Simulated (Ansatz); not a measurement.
# A computed series for hypothetical NiAs type TlCl: response to strain

Consider TlCl in the NiAs type structure (space group P6_3/mmc, No. 194; a = 4.347 Å, c = 7.726 Å; a hypothetical phase, not in the database extracts checked). Axes: x lies along a and z along c of the hexagonal cell.

Strains are applied to the cell and any free atomic positions relax; under biaxial strain the out-of-plane vector relaxes too.

All numbers come from DFT with PBEsol, PAW potentials and a 420 eV plane-wave cutoff in Ansatz (a quantum-chemistry and plane-wave program), spin-orbit coupling left out.

Candidates:
(a) isotropic strain −4.74 %
(b) isotropic strain −2.85 %
(c) uniaxial strain ε_yy = +0.87 %
(d) biaxial strain −4.63 %, plane normal [001], relaxed out of plane

For the base:

| Quantity | Result |
|---|---|
| Band gap | 1.77 eV |

**Question.** Order them by band gap, highest first.

**Answer.** (c) uniaxial strain ε_yy = +0.87 % (1.79 eV), (d) biaxial strain −4.63 %, plane normal [001], relaxed out of plane (1.66 eV), (b) isotropic strain −2.85 % (1.41 eV), (a) isotropic strain −4.74 % (1.13 eV)

Spin-orbit coupling, missing from the scalar runs, can matter with Tl. Stability against distortions was not tested.
